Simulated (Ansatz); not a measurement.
This Ansatz (a program for electronic structure) input is the reference run, GaN in the rock salt structure (space group Fm-3m, No. 225; a model cell), computed with PBEsol (Ansatz, PAW, no spin-orbit coupling):

Ansatz 0.2 input:
```yaml
crystal:
  lattice:
    - [0, 2.10974161, 2.10974161]
    - [2.10974161, 0, 2.10974161]
    - [2.10974161, 2.10974161, 0]
  atoms:
    - { symbol: Ga, position: [0.5, 0.5, 0.5] }
    - { symbol: N, position: [0, 0, 0] }
basis: { ecutwfc: 420, ecutrho_ratio: 4, xc_grid: 2, fft_grid_basis: typed }
kpoints: { mp_grid: { grid: [31, 31, 31] } }
hamiltonian:
  xc: pbesol
  dispersion: none
  pseudopotentials: { kind: paw }
scf: { occupations: { method: fermi_dirac, width: 0.0259 }, convergence: { dr2_threshold: 0.0000000002 } }
output: { forces: true, stress: true }
checkpoint: { write: state.ck, write_every: 1000 }
```

Question: Write the input for this change: electron doping at 5.0×10^21 cm⁻³ (0.0939 per cell), with a uniform compensating background at fixed cell and a 300 K Fermi–Dirac width.

Answer: 
Ansatz 0.2 input:
```yaml
crystal:
  lattice:
    - [0, 2.10974161, 2.10974161]
    - [2.10974161, 0, 2.10974161]
    - [2.10974161, 2.10974161, 0]
  atoms:
    - { symbol: Ga, position: [0.5, 0.5, 0.5] }
    - { symbol: N, position: [0, 0, 0] }
basis: { ecutwfc: 420, ecutrho_ratio: 4, xc_grid: 2, fft_grid_basis: typed }
kpoints: { mp_grid: { grid: [31, 31, 31] } }
hamiltonian:
  xc: pbesol
  dispersion: none
  pseudopotentials: { kind: paw }
total_charge: -0.093905
scf: { occupations: { method: fermi_dirac, width: 0.0259 }, convergence: { dr2_threshold: 0.0000000002 } }
relax: { f_tol: 0.005, max_steps: 30 }
output: { forces: true, stress: true }
checkpoint: { write: state.ck, write_every: 1000 }
```
This is the input that was run.

Charged cell with a jellium background: band edges are those of the host's band count, energies are not comparable with the neutral cell, and many-body gap narrowing is missing. Whether these cells are dynamically stable was not tested. This is not the structure that GaN has at room temperature and ambient pressure.
